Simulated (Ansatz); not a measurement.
CsCl-type RuAl

Calculation: rVV10 (Ansatz, an electronic-structure program, plane waves, PAW).

Settings: plane-wave cutoff 500 eV, 18×18×18 k mesh, Fermi–Dirac smearing 0.1 eV, no spin polarisation, scalar-relativistic PAW data made under PBE.

Cell (relaxed at this level):

```
AlRu
1.0
    3.01899     0.00000     0.00000
    0.00000     3.01899     0.00000
    0.00000     0.00000     3.01899
Al Ru
1 1
Direct
  0.50000   0.50000   0.50000
  0.00000   0.00000   0.00000
```

| Property | Value |
|---|---|
| equilibrium volume per atom | 13.76 Å³/atom |
| lattice parameter a | 3.019 Å |

Measured, for comparison: lattice constant a 2.992 Å (temperature not stated, copied from a table, unchecked, no zero-point or thermal correction; as tabulated in Acta Metallurgica 41, 863 (1993)). Computed (rounded) less measured: lattice constant a not scored (unchecked).

Static lattice: no zero-point or thermal effects.
